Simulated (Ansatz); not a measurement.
**Short convergence ladders for P (R-3m, 2 atoms in the cell)**

```
P
1.0
    1.73090     0.99934     3.13907
   -1.73090     0.99934     3.13907
    0.00000    -1.99867     3.13907
P
2
Direct
  0.23239   0.23239   0.23239
  0.77292   0.77292   0.77292
```

Base method: PBEsol, default PAW files made with PBE (plane waves; Ansatz, a program for electronic structure).

Base settings: basis.ecutwfc = 420 eV; kpoints.mp_grid.grid = 11 11 11; hamiltonian.xc = pbesol; hamiltonian.pseudopotentials = {kind: paw} (the program's default PAW files); scf.occupations.method = gaussian; scf.occupations.width = 0.1 eV.

The count of work is k-points × plane waves × bands × iterations; it is no time. Core times come from one kind of shared machine, to one figure; runs under 30 s give none.

**The cutoff for other potential files**

Level: DFT, PBEsol, plane waves, harder PAW files (source: ansatz) made with PBE.

In this ladder: hamiltonian.pseudopotentials = {kind: paw, source: ansatz}.

The second cell is the first with its lattice scaled by 0.98.

The mesh stays at the base's, so the ladder's end is converged at best in this setting alone.

The first pressure column holds Ansatz's estimate of the finite-basis (Pulay) stress, which hides part of the cutoff error; the other is without it.

Only quantities that move along the ladder and can be compared are tabulated.

| basis.ecutwfc | free energy less the last step's (meV/atom) | energy of the compressed cell less the first (meV/atom) | pressure (GPa) | pressure without the Pulay estimate (GPa) | largest difference of a force vector from the last step's (eV/Å) | count of work / last |
|---|---|---|---|---|---|---|
| 270 eV | 84.57 | -4.84 | -3.62 | -6.70 | 0.015 | 0.11 |
| 330 eV | 24.73 | -6.01 | -3.81 | -4.90 | 0.030 | 0.15 |
| 420 eV | 4.29 | -8.09 | -4.15 | -4.34 | 0.000 | 0.20 |
| 510 eV | 0.83 | -8.59 | -4.23 | -4.28 | 0.000 | 0.27 |
| 600 eV | 0.17 | -8.69 | -4.24 | -4.25 | 0.000 | 0.35 |
| 720 eV | 0.05 | -8.70 | -4.24 | -4.24 | 0.000 | 0.46 |
| 900 eV | 0.03 | -8.70 | -4.24 | -4.24 | 0.000 | 0.64 |
| 1200 eV | 0.00 | -8.70 | -4.24 | -4.24 | 0.000 | 1.0 |

Coarsest basis.ecutwfc that holds the energy of the compressed cell less the first within 2 meV/atom of the last step, with all finer ones: 420 eV, at 0.20 of the last step's count of work; the step before is off by 2.7 meV/atom.

Coarsest basis.ecutwfc that holds the pressure without the Pulay estimate within 1 GPa of the last step, with all finer ones: 330 eV, at 0.15 of the last step's count of work; the step before is off by 2.5 GPa.

Coarsest basis.ecutwfc that holds the forces within 0.02 eV/Å of the last step, with all finer ones: 420 eV, at 0.20 of the last step's count of work; the step before is off by 0.030 eV/Å.

The energy difference between the two cells stays within 1 meV/atom of the last step's from 420 eV on, the total only from 510 eV on: much of the error is common to both cells and cancels.

At the lowest cutoff the pressure without the Pulay estimate lies 2.5 GPa under the last step's, the usual sign of Pulay stress in an incomplete plane-wave basis.

**The relaxed cell against the cutoff**

On P (R-3m, 2 atoms in the cell): atoms on their sites.

In this ladder: relax = cell and atoms.

The mesh stays at the base's, so the ladder's end is converged at best in this setting alone.

Only quantities that move along the ladder and can be compared are tabulated.

```csv
basis.ecutwfc,relaxed volume (Å³/atom),relaxation steps,core time / last (rough)
210 eV,15.099,21,0.5
250 eV,15.113,16,–
295 eV,15.066,14,–
355 eV,15.066,10,–
420 eV,15.067,8,–
505 eV,15.064,8,0.5
630 eV,15.063,8,0.6
840 eV,15.063,8,1
```

Coarsest basis.ecutwfc that holds the relaxed volume within 0.015 Å³/atom of the last step, with all finer ones: 295 eV; the step before is off by 0.050 Å³/atom.

At the lowest cutoff the cell relaxes to a volume 0.2 % larger than at the highest. Ansatz relaxes on a stress corrected for the finite basis.

On the base run: the starting cell comes from a database of computed structures (which also holds hypothetical and non-ambient phases and stackings), without a prior relaxation at this level. Its lattice was rescaled by up to half a per cent. One atom was moved a little off its site on purpose.

Keys are those of Ansatz 0.2.
